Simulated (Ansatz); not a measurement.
## TiAs (P6₃/mmc, No. 194)

Level of theory: rVV10 in Ansatz (PAW).

Numerical settings: plane-wave cutoff 520 eV, 18×18×6 k mesh (along the axes of the cell as run), Fermi–Dirac smearing 0.05 eV, no spin polarisation, scalar-relativistic PAW data made under PBE.

Cell (relaxed at this level):

```yaml
crystal:
  lattice:
    - [1.84246, -3.19123, 0.00000]
    - [1.84246, 3.19123, 0.00000]
    - [0.00000, 0.00000, 12.14535]
  atoms:
    - { symbol: Ti, position: [0.33333, 0.66667, 0.11754] }
    - { symbol: Ti, position: [0.66667, 0.33333, 0.61754] }
    - { symbol: Ti, position: [0.66667, 0.33333, 0.88246] }
    - { symbol: Ti, position: [0.33333, 0.66667, 0.38246] }
    - { symbol: As, position: [0.00000, 0.00000, 0.00000] }
    - { symbol: As, position: [0.00000, 0.00000, 0.50000] }
    - { symbol: As, position: [0.33333, 0.66667, 0.75000] }
    - { symbol: As, position: [0.66667, 0.33333, 0.25000] }
```

* **bulk modulus B0**: 112 GPa
* **band gap**: none
* **pressure derivative B′ of the bulk modulus**: 4.2

Note: the bulk modulus comes from volumes at which shape and atoms were relaxed.

Spin–orbit coupling is not included.

Static lattice: no zero-point or thermal effects.

Computing time: around 30 core-minutes (rough).

Ansatz is a first-principles code.
